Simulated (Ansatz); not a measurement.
Take C in the diamond structure (space group Fd-3m, No. 227; a = 3.532 Å) as the base.

Method: LDA/PAW in Ansatz (a quantum-chemistry and plane-wave program), scalar-relativistic without spin-orbit coupling.

Base values:

The band gap is 4.17 eV. The width of the top valence band is 8.62 eV and the pressure comes out as 0.00 GPa.

Now apply this change: the cell is scaled by 1.0300 in all directions, atoms relaxed at fixed cell.

Q: How does this affect the band gap, energy relative to the base, width of the top valence band and pressure?

A: The band gap drops by 0.206 eV, from 4.17 eV to 3.97 eV; the energy increases by 60 meV/atom; the width of the top valence band decreases by 0.76 eV (8.62 eV → 7.86 eV); the pressure goes from zero to -35.20 GPa.

The cells carry an imposed strain or load. Whether these cells are dynamically stable was not tested.
